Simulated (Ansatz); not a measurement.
An Ansatz (a first-principles code) input (r2SCAN (Ansatz), spin-orbit coupling left out, earlier PAW set):

Ansatz 0.2 input:
```yaml
crystal:
  lattice:
    - [0, 2.4903723096, 2.4903723096]
    - [2.4903723096, 0, 2.4903723096]
    - [2.4903723096, 2.4903723096, 0]
  atoms:
    - { symbol: Zr, position: [0, 0, 0] }
    - { symbol: O, position: [0.25, 0.25, 0.25] }
    - { symbol: O, position: [0.75, 0.75, 0.75] }
basis: { ecutwfc: 500, ecutrho_ratio: 4, xc_grid: 4, fft_grid_basis: typed }
kpoints: { mp_grid: { grid: [11, 11, 11] } }
hamiltonian:
  xc: r2scan
  dispersion: none
  pseudopotentials: { azcp: { folder: ./paw }, kind: paw }
scf: { occupations: { method: fermi_dirac, width: 0.05 }, convergence: { dr2_threshold: 0.0000000003 } }
relax: { f_tol: 0.005, max_steps: 50 }
output: { forces: true, stress: true }
checkpoint: { write: state.ck, write_every: 1000 }
```

Task: Which symmetry and how many k-points will the program report, and about how many plane waves at Γ?

Result: Space group Fm-3m (ITA 225) with 48 operations, k-points 56 of 1331, and 749 plane waves at Γ.

Task: And the final pressure?

Result: 18.95 GPa (compression positive).

The cells carry an imposed strain or load. No phonon test of stability was made. The cell was made from ZrO2 in the fluorite structure (space group Fm-3m, No. 225) by this change: isotropic strain −2.13 %. This is not the structure that ZrO2 has at room temperature and ambient pressure.
